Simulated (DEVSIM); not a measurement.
System: illuminated Si p-on-n cell, one wavelength, with a back-surface field, at 300 K.

```
layer (left to right)  material  thickness (μm)  Nd (cm⁻³)  Na (cm⁻³)  τn (s)  τp (s)  absorption coefficient (cm⁻¹)
---------------------  --------  --------------  ---------  ---------  ------  ------  -----------------------------
1                            Si           0.190          -     4.7e18  3.2e-8  3.9e-9                           2600
2                            Si            42.0     1.3e15          -  1.4e-7  1.4e-7                           2600
3                            Si           0.230     5.1e18          -  1.4e-7  1.4e-7                           2600
```

Left contact: ohmic, minority electron recombination velocity 5e5 cm/s. Right contact: ohmic, minority hole recombination velocity 2000 cm/s. Voltage is applied to the left contact. Recombination: SRH at mid-gap, radiative, Auger. Gap narrowing is on: ΔEg = 6.92 meV × (l + √(l² + 0.5)), l = ln(N/1.3e17 cm⁻³), shared equally by both band edges. Light enters at the left, 4.7e16 photons cm⁻² s⁻¹, one pass, no reflection. Mobility is μmin + (μ − μmin)/(1 + (N/Nref)^α).

Constants are typed, rounded textbook-type inputs, not results; the design itself was drawn at random and stands for no fabricated device. Values at 300 K.

| parameter | Si |
|---|---|
| gap (eV) | 1.124 |
| affinity (eV) | 4.05 |
| permittivity | 11.7 |
| Nc (cm⁻³) | 2.86e19 |
| Nv (cm⁻³) | 3.1e19 |
| μn (cm²/Vs) | 1417 |
| μp (cm²/Vs) | 470 |
| μn,min | 52 |
| μp,min | 45 |
| Nref,n | 9.7e16 |
| Nref,p | 2.2e17 |
| αn | 0.68 |
| αp | 0.72 |
| B (cm³/s) | 4.7e-15 |
| Cn (cm⁶/s) | 2.8e-31 |
| Cp (cm⁶/s) | 9.9e-32 |

DEVSIM, 1D drift-diffusion, Boltzmann statistics, complete ionisation; no tunnelling, impact ionisation, image-force lowering or self-heating.

Q: Give the current under light (generator sign).

A: 
```tsv
V (V)	J (mA/cm²)
0.00	6.08
0.06	6.06
0.12	6.05
0.18	6.03
0.24	6.01
0.30	5.96
0.32	5.92
0.34	5.86
0.36	5.73
0.38	5.50
0.40	5.02
0.42	4.04
0.44	2.00
0.46	-2.25
```
